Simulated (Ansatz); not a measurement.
## Variants of one calculation on CsVCuF6 (Imma, 18 atoms in the cell)

```xyz
18
Lattice="-3.6172 3.8100 5.3563 3.6172 -3.8100 5.3563 3.6172 3.8100 -5.3563" Properties=species:S:1:pos:R:3 pbc="T T T"
Cs     3.6172     1.9050     1.3022
Cs     0.0000     1.9050     4.0541
V      0.0000     0.0000     0.0000
V      0.0000     3.8100     0.0000
Cu     1.8086     1.9050    -2.6782
Cu     1.8086    -1.9050     2.6782
F      0.0000     1.9050     0.6676
F      3.6172     1.9050     4.6887
F      0.0000     1.9050     7.3241
F      3.6172     1.9050    -1.9678
F      2.2215    -0.3544     4.0518
F      1.3957     4.1644     1.3045
F     -2.2215     4.1644     4.0518
F      5.8388    -0.3544     1.3045
F      2.2215     0.3544     6.6608
F      1.3957     3.4556    -1.3045
F      1.3957    -0.3544     1.3045
F      2.2215     4.1644     4.0518
```
Moments meant for the start (each program seeds them in its own way; μB, in the order of the atoms Cs Cs V V Cu Cu F F F F F F F F F F F F): 0.0 0.0 2.0 2.0 1.0 1.0 0.0 0.0 0.0 0.0 0.0 0.0 0.0 0.0 0.0 0.0 0.0 0.0.

Base run A: Ansatz (a program for electronic structure) with PBEsol, default PAW files made with PBE, self-consistent single point.

Its settings: basis.ecutwfc = 420 eV; kpoints.mp_grid.grid = 4 4 4; hamiltonian.xc = pbesol; hamiltonian.pseudopotentials = {kind: paw} (the program's default PAW files); magnetization.spin_polarized = true; scf.occupations.method = methfessel_paxton; scf.occupations.width = 0.136 eV.

The starting cell comes from a database of computed structures (which also holds hypothetical and non-ambient phases and stackings), without a prior relaxation at this level. The magnetic order is the one reached from the typed start; others were not searched systematically. The program warned that a starting moment was not kept. In the base run, with a pressure of about -5 GPa the cell is away from its equilibrium volume at this level. In the base run, forces exceed 1 eV/Å. Ansatz's pressure includes its estimate of the finite-basis (Pulay) stress.

ΔF is the free energy per atom less that of run A. 

Runs:
- B: kpoints.mp_grid.grid: 4 4 4 → 2 2 2
- C: scf.occupations.method: methfessel_paxton → gaussian; scf.occupations.width: 0.136 eV → 0.1 eV
- D: crystal.symmetry.detect: default → false
- E: opposed starting moments
- F: scf.lower_state_search: default → standard
- G: scf.algorithm: default → direct_min
- H: scf.mixing.algorithm: default (the program chose MSR1) → broyden; scf.mixing.beta: default → 0.05

```csv
run,ΔF (meV/atom),pressure (GPa),largest force (eV/Å),size of the net moment (μB/atom),k-points
A,0.00,-4.93,1.096,0.11,18
B,0.79,-4.91,1.102,0.11,5
C,-1.66,-4.92,1.087,0.11,18
D,0.00,-4.93,1.096,0.11,36
E,9.7,-4.98,1.148,0.00,24
F,0.00,-4.93,1.096,0.11,24
G,0.00,-4.93,1.095,0.11,18
H,0.00,-4.93,1.095,0.11,18
```

Run E against A: The free energy goes up by 9.7 meV/atom, the pressure stays near -4.98 GPa while the yy stress (positive for compression) goes from -3.83 to -3.53 GPa, the largest force goes from 1.096 to 1.148 eV/Å and the size of the net moment goes from 0.11 to 0.00 μB/atom.

Run C against A: The free energy goes down by 1.7 meV/atom, the pressure moves little (-4.93 to -4.92 GPa), the largest force moves little (1.096 to 1.087 eV/Å) and the size of the net moment stays at 0.11 μB/atom.

Run D against A: The free energy stays essentially unchanged (within 1 meV/atom), the pressure stays at -4.93 GPa, the largest force stays at 1.096 eV/Å and the size of the net moment stays at 0.11 μB/atom.

Keys are those of Ansatz 0.2.
